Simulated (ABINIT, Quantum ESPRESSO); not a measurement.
An ABINIT input for a self-consistent single point of PbO2 (P4_2/mnm, 6 atoms in the cell) (DFT, PBE, plane waves, norm-conserving pseudopotentials (PseudoDojo nc-sr-05 PBE standard)):

```
# PbO2, PseudoDojo nc-sr-05 PBE standard
pp_dirpath "./"
pseudos "Pb.upf, O.upf"
acell 4.9616330000 4.9616330000 3.3862550000 Angstrom
rprim
         1.0000000000    0.0000000000    0.0000000000
         0.0000000000    1.0000000000    0.0000000000
         0.0000000000    0.0000000000    1.0000000000
natom 6
ntypat 2
znucl 82 8
typat 1 1 2 2 2 2
xred
         0.0000000000    0.0000000000    0.0000000000
         0.5000000000    0.5000000000    0.5000000000
         0.3074300000    0.3074300000    0.0000000000
         0.6925700000    0.6925700000    0.0000000000
         0.1925700000    0.8074300000    0.5000000000
         0.8074300000    0.1925700000    0.5000000000
ecut 42
ixc 11
occopt 7
tsmear 0.00734986
nband 34
kptopt 1
ngkpt 5 5 7
nshiftk 1
shiftk 0 0 0
nstep 50
tolvrs 1.0e-10
prtwf 0
prtden 0
enunit 1
```

Give the Quantum ESPRESSO input for the same structure, mesh, smearing and functional.

This is the input that was run; spellings and numerical settings could be chosen otherwise.

```fortran
&CONTROL
   calculation = 'scf',
   prefix = 'scf',
   outdir = './tmp',
   pseudo_dir = './',
   verbosity = 'high',
   tprnfor = .true.,
   tstress = .true.,
/
&SYSTEM
   ibrav = 6,
   celldm(1) = 9.376127501,
   celldm(3) = 0.68248800345,
   nat = 6,
   ntyp = 2,
   ecutwfc = 40,
   ecutrho = 200,
   occupations = 'smearing',
   smearing = 'gaussian',
   degauss = 0.0147,
/
&ELECTRONS
   conv_thr = 1.0e-11,
   mixing_beta = 0.3,
/
ATOMIC_SPECIES
Pb   207.2000  pb_pbe_v1.uspp.F.UPF
O     15.9990  o_pbe_v1.2.uspp.F.UPF
ATOMIC_POSITIONS {crystal}
Pb    0.000000000    0.000000000    0.000000000
Pb    0.500000000    0.500000000    0.500000000
O     0.307430000    0.307430000    0.000000000
O     0.692570000    0.692570000    0.000000000
O     0.192570000    0.807430000    0.500000000
O     0.807430000    0.192570000    0.500000000
K_POINTS {automatic}
5 5 7  0 0 0
```

Basis, cutoffs, solver keys and any potentials are the target program's own. This input uses DFT, PBE, plane waves, GBRV 1.5 ultrasoft (PBE) pseudopotentials.

The starting cell comes from a database of computed structures (which also holds hypothetical and non-ambient phases and stackings), without a prior relaxation at this level. Its lattice was rescaled by a random factor within 2.5 % of one. For this run, on top of that: lattice scaled by 0.98.
